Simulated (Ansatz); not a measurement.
The parent structure is YN in the rock salt structure (space group Fm-3m, No. 225; a = 4.8957 Å).

Calculations: Ansatz (a quantum-chemistry and plane-wave program), r2SCAN, PAW, cutoff 500 eV, no spin-orbit coupling.

One change was made to it. Results:

```json
[
 {"quantity": "smallest direct gap", "base": "0.98 eV", "after": "0.67 eV"},
 {"quantity": "band gap", "base": "0.58 eV", "after": "0.38 eV"},
 {"quantity": "lattice parameter a", "base": "4.896 Å", "after": "4.725 Å"},
 {"quantity": "electron mass", "base": "1.3 mₑ along k, 0.15 mₑ across (at X)", "after": "1.2 mₑ along k, 0.11 mₑ across (at X)"}
]
```

Task: What was done to the base?
A. pressure 9 GPa
B. pressure −2 GPa
C. pressure 2.1 GPa
D. pressure 22.5 GPa
E. pressure −1 GPa

Result: D, pressure 22.5 GPa. For comparison, the band gap in the other runs: pressure 2.1 GPa gives 0.56 eV; pressure −1 GPa gives 0.59 eV; pressure −2 GPa gives 0.60 eV; pressure 9 GPa gives 0.50 eV.

Load acts through the strain it causes; cell and atoms are relaxed under it. Effective masses come from finite differences of ±0.01 Å⁻¹. Along k means along the line from Γ to the band edge. Stability against distortions was not tested. Competing high-pressure phases were not computed.
